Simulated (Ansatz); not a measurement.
Structure of amorphous Hf10Si10O31N6 (periodic cell):

```xyz
57
Lattice="9.0777 -0.5498 0.0266 -0.5498 9.5372 -0.0589 0.0266 -0.0589 9.1918" Properties=species:S:1:pos:R:3 pbc="T T T"
Hf     5.8278     5.8661     1.0958
Hf     8.6019     0.0300     8.4706
Hf     0.8568     3.2794     7.3137
Hf     4.6313     3.5480     3.9080
Hf     3.1227     3.1071     0.4815
Hf     5.9321     1.7839     7.6769
Hf     8.4605     5.9989     8.3519
Hf     5.4675     8.4298     6.1339
Hf     1.4879     2.3916     3.2280
Hf     4.5821     4.9930     7.3534
Si     6.2965     0.5501     3.6780
Si     3.7638     0.5205     5.1091
Si     1.2805     9.2732     7.1282
Si     7.0006     6.1013     4.0012
Si     2.0250    -0.0910     0.9531
Si     3.0860     6.2701     5.1249
Si     8.0056     8.7968     2.4579
Si     3.6687     8.0263     2.6386
Si     0.1448     4.7798     1.1385
Si     0.2624     5.1841     5.3790
O     -0.1167     8.3163     7.3303
O      4.3687     4.8968     0.2599
O      7.5186     7.2366     2.9005
O      7.1423     0.1266     2.3206
O      6.3094     6.7189     5.3064
O      2.0926     8.9851     8.5497
O      3.1943     1.9602     4.4925
O      3.3256     3.6993     2.4905
O      7.9615     1.9215     8.1258
O      7.1576    -0.0227     4.9432
O      5.8920     5.1441     3.1510
O      1.4922     6.2615     5.2581
O      8.2076     5.0916     4.3446
O      5.7175     3.5493     6.7421
O      2.2841     8.4366     1.9078
O      0.8681     3.6418     5.1826
O      6.0029     2.1505     3.6905
O      0.9875     3.7579     0.1199
O      4.7692     2.1119     0.0195
O      0.7154     6.2310     0.5895
O      2.9116     3.7699     7.6433
O      4.8191     7.5018     1.6123
O      0.4013     3.9659     2.5192
O      6.3376     6.1790     8.3227
O      6.7539    -0.4424     7.8869
O      3.4055     6.7492     3.6307
O      3.7887     4.7759     5.3022
O      3.8683     6.9421     6.4376
O      0.4343     0.7148     3.4673
O      7.6101     4.6474     0.8334
O      1.9853     9.0875     5.6460
N      1.1241     1.2587     7.3475
N     -0.2995     9.1834     0.8953
N     -0.2054     5.1547     7.0067
N      4.8524     0.6553     6.3678
N      2.2083     1.5313     1.4568
N      4.7307    -0.2787     3.8287
```

Method: PBE, scalar-relativistic without spin-orbit coupling (plane waves to 420 eV, PAW; Ansatz, a first-principles code).

A CHGNet melt-quench gave the starting glass, which DFT then relaxed. O and N atoms were pushed apart under 1.9 Å during the dynamics, to hinder bonds among them. The hot cell started wider than the set density and was brought back towards it in steps. It is the lowest in DFT energy of 2 quenches. It is a model cell: composition and starting density were chosen by hand, and all elements were melted together. No dispersion term was used. Its density started from a set value of 5.73 and ended at 5.54 g/cm³. The quench (nominally 300 K/ps over its main leg) was far faster than any real one, so the model tends to hold more defects than a real film. Values belong to this one cell and scatter from quench to quench. Volume and shape were free in the relaxation.

Neighbours within Hf-Hf 3.34 Å, Hf-Si 2.89 Å, Hf-O 2.56 Å, Hf-N 2.38 Å, Si-Si 2.60 Å, Si-O 1.92 Å, Si-N 2.02 Å, O-O 1.58 Å, O-N 1.64 Å, N-N 1.70 Å count as bonded. Two cations that share two anions don't count as bonded, nor two that share one unless they lie closer than Hf-Hf 3.25 Å, Hf-Si 2.81 Å, Si-Si 2.38 Å.

Task: Give the coordination numbers, mean bond lengths and angles.

Result: 
* **Mean coordination of Hf by anions**: 5.40 (6 with 5, 4 with 6)
* **Mean coordination of Si by anions**: 4.00 (10 with 4)
* **Mean coordination of O**: 2.45 (17 with 2, 14 with 3)
* **Mean coordination of N**: 3.00 (6 with 3)
* **Mean Hf-O bond**: 2.121 Å (spread 0.130 Å, 45 counted)
* **Mean Si-O bond**: 1.651 Å (spread 0.030 Å, 31 counted)
* **Mean Hf-N bond**: 2.074 Å (spread 0.058 Å, 9 counted)
* **Mean Si-N bond**: 1.733 Å (spread 0.045 Å, 9 counted)
* **Bond angle at Hf**: mean 104.7°, spread 27.2°
* **Bond angle at Si**: mean 109.4°, spread 7.0°
* **Bond angle at O**: mean 120.6°, spread 19.5°
* **Bond angle at N**: mean 118.4°, spread 18.3°

Task: List the pairs of like atoms that count as bonded by the rules above.

Result: There are none by these rules.
